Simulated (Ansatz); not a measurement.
Take BeS (space group P4/nmm, No. 129; a = 3.452 Å, c = 5.621 Å; a hypothetical phase, not in the database extracts checked; layered, stacked along the Cartesian z axis) as the base. Axes: x, y, z lie along a, b, c of the conventional cell.

It is then changed as follows: biaxial strain +1.45 %, plane normal [001], relaxed out of plane (Cartesian); in-plane vectors clamped, the third vector and the atoms free.

Levels (all Ansatz, an electronic-structure program, PAW): PBEsol (420 eV, no spin-orbit coupling); r2SCAN (500 eV, without spin-orbit coupling); HSE06 (420 eV, no spin-orbit coupling).

One geometry, relaxed with PBEsol, under each level:

| level | band gap | lowest conduction level above the VBM at special points | electron mass | pressure |
|---|---|---|---|---|
| PBEsol | 3.40 eV | Γ 3.40 eV; Z 3.69 eV; M 4.20 eV; R 5.34 eV | – | -1.27 GPa |
| r2SCAN | 4.05 eV | Γ 4.05 eV; Z 4.37 eV; M 4.74 eV; R 6.04 eV | 2.6 mₑ out of plane, 0.45 mₑ in plane (at Γ) | -0.46 GPa |
| HSE06 | 4.51 eV | Γ 4.51 eV; Z 4.83 eV; M 5.31 eV | – | – |

Single points use the geometry relaxed with PBEsol. Their cutoffs differ, which shifts pressures a little. HSE06 was sampled on its mesh, a few special points and the semilocal edge points, so its gap is an upper bound. Effective masses come from finite differences of ±0.01 Å⁻¹. Stability against distortions was not tested. The base started in Pnma and relaxed to P4/nmm at this level. No dispersion term is included in the PBEsol runs.
